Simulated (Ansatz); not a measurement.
Base system: AlN in the zinc blende structure (space group F-43m, No. 216; a = 4.342 Å).

Method: DFT with LDA, PAW potentials and a 420 eV plane-wave cutoff in Ansatz (a quantum-chemistry and plane-wave program), scalar-relativistic without spin-orbit coupling.

Perturbation: an isotropic linear strain of −0.50 %, atoms relaxed at fixed cell.

Q: What happens to the mean gap deformation potential ΔEg/Δln V?

A: The mean gap deformation potential ΔEg/Δln V comes out as -0.4 eV.

Q: Predict the new energy relative to the base.

A: The energy rises by 1.5 meV/atom.

Stability against distortions was not tested. This is not the structure that AlN has at room temperature and ambient pressure.
